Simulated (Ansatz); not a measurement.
CsCl-type PdIn, treated with PBE (plane waves, PAW; Ansatz, a program for electronic structure).

Run with plane-wave cutoff 520 eV, 18×18×18 k mesh, Fermi–Dirac smearing 0.05 eV, scalar-relativistic PAW data made under PBE.

Cell (relaxed at this level):

InPd is modelled in the cubic space group Pm-3m (No. 221), the CsCl type structure, Pearson symbol cP2. Cell: a = 3.3056 Å, b = 3.3056 Å, c = 3.3056 Å, α = 90.00°, β = 90.00°, γ = 90.00°. In on 1b is coordinated by 8 Pd at 2.863 Å and 6 In at 3.306 Å. Pd on 1a is coordinated by 8 In at 2.863 Å and 6 Pd at 3.306 Å. (Neighbours: up to the widest gap in distance over summed covalent radii, below 1.35, at either atom.)

**Question.** Predict the bulk modulus and pressure derivative B′ of the bulk modulus.

**Answer.** 
* **bulk modulus**: 109 GPa
* **pressure derivative B′ of the bulk modulus**: 6.1

The run finds no gap.

Spin–orbit coupling is not included.
